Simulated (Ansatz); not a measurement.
Consider CdSe in the wurtzite structure (space group P6_3mc, No. 186; a = 4.3827 Å, c = 7.1545 Å).

Modification: a hydrostatic pressure of 1.8 GPa.

Levels (all Ansatz, a program for electronic structure, PAW): PBE (420 eV, scalar-relativistic without spin-orbit coupling); r2SCAN (500 eV, no SOC); HSE06 (420 eV, no SOC); PBE+SOC (420 eV, noncollinear with spin-orbit coupling).

At the geometry relaxed with PBE, these levels gave the following band gaps, in shuffled order: (a) 1.56 eV, (b) 0.50 eV, (c) 1.12 eV, (d) 0.62 eV.

Question: Match each gap to its level.

Answer: (a) HSE06; (b) PBE+SOC; (c) r2SCAN; (d) PBE.

Single points use the geometry relaxed with PBE. Differences between runs with and without spin-orbit coupling are approximate. Load acts through the strain it causes; cell and atoms are relaxed under it. No phonon test of stability was made.
